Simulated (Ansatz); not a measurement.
Start from BeS in the zinc blende structure (space group F-43m, No. 216).

```
CELL_PARAMETERS angstrom
      0.00000     2.43428     2.43428
      2.43428     0.00000     2.43428
      2.43428     2.43428     0.00000
ATOMIC_POSITIONS crystal
  S  0.75000 0.75000 0.75000
  Be 0.00000 0.00000 0.00000
```

Cartesian axes are those of the cell as printed.

The values are results of Ansatz (a program for electronic structure), r2SCAN, PAW, cutoff 500 eV, scalar-relativistic without spin-orbit coupling, not measurements.

For the base:

The valence-band top at Γ comes out as 0.00, 0.00, 0.00 eV and the smallest direct gap is 6.22 eV. The shortest interatomic distance comes out as 2.108 Å.

It is then changed as follows: the symmetric strain tensor [0.0053 0.0009 0.0228; 0.0009 0.0075 0.0043; 0.0228 0.0043 -0.0002]; the atoms relax in the strained cell.

Task: How does this affect the valence-band top at Γ?

Result: The valence-band top at Γ (three highest levels, from the VBM) changes from 0.00, 0.00, 0.00 eV to 0.00, -0.22, -0.34 eV.

Task: How does this affect the smallest direct gap?

Result: The smallest direct gap shrinks by 0.566 eV, from 6.22 eV to 5.66 eV.

Task: How does this affect the stress?

Result: The stress (xx, yy, zz, yz, xz, xy; compression positive) comes out as (-1.09, -1.53, -0.55, -0.74, -3.91, -0.14) GPa.

Task: How does this affect the largest internal atomic displacement?

Result: The largest internal atomic displacement amounts to 0.010 Å.

Task: Predict the new shortest interatomic distance.

Result: The shortest interatomic distance drops by 0.014 Å (2.108 Å → 2.094 Å).

Stability against distortions was not tested.
